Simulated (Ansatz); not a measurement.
**Be in the hcp (Mg type) structure (space group P6_3/mmc, No. 194)**

Space group P6₃/mmc (No. 194); a = 2.257 Å, b = 2.257 Å, c = 3.553 Å, α = 90.00°, β = 90.00°, γ = 120.00°

```csv
atom,site,symmetry,x,y,z
Be,2d,-6m2,0.6667,0.3333,0.2500
```

Level of theory: Ansatz (a first-principles code) PBEsol, no spin-orbit coupling, earlier PAW set. Γ-centred 23×23×13 mesh, Fermi–Dirac width 0.05 eV.

| Item | Result |
|---|---|
| Volume per atom | 7.83 Å³ |
| Density | 1.91 g/cm³ |
| Band gap | zero |
| Total energy | -90.352 eV/atom (σ→0; compares only within this code and set-up) |

No phonon test of stability was made.
